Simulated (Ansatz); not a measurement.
CdS under load (space group P6_3mc), r2SCAN with spin-orbit coupling, rigid bands (Ansatz, a program for electronic structure). Condition of this run: hydrostatic pressure of 1.6 GPa (compression positive) (the target of the relaxation). Band gap 1.75 eV, N_c = 1.74e18 cm⁻³ and N_v = 4.52e19 cm⁻³ at 300 K, conductivity masses along y (a = (4.09, 0.00, 0.00) Å; b = (-2.05, 3.54, 0.00) Å; c = (0.00, 0.00, 6.66) Å) of 0.180 mₑ (electrons) and 1.11 mₑ (holes). Take k_BT = 0.02585 eV.

### Question
Find the intrinsic carrier density and the intrinsic Fermi level.

### Answer
n_i = √(N_c N_v) exp(−E_g/2k_BT) = 8.87e18 × exp(−33.85) = 1.8e4 cm⁻³. The level lies (k_BT/2) ln(N_v/N_c) = 42 meV from mid-gap (positive towards the conduction band). Each 0.1 eV added to the gap lowers n_i by a factor of 6.9.

### Question
What thermal injection velocity √(2k_BT/πm) limits a ballistic channel along the direction named?

### Answer
1.27e7 cm/s for electrons and 5.11e6 cm/s for holes, a ratio of √(m_h/m_e) = 2.48, for dilute carriers.

### Question
What built-in voltage has an abrupt junction with N_A = 1e16 and N_D = 1e17 cm⁻³, all dopants ionised?

### Answer
V_bi = E_g/e − (k_BT/e) ln(N_c N_v/(N_A N_D)) = 1.75 − 0.02585 × 11.27 = 1.46 V, for the computed gap.

Rigid bands with the computed gap; masses take one relaxation time for all states. Geometry: cell and atoms relaxed with PBEsol.
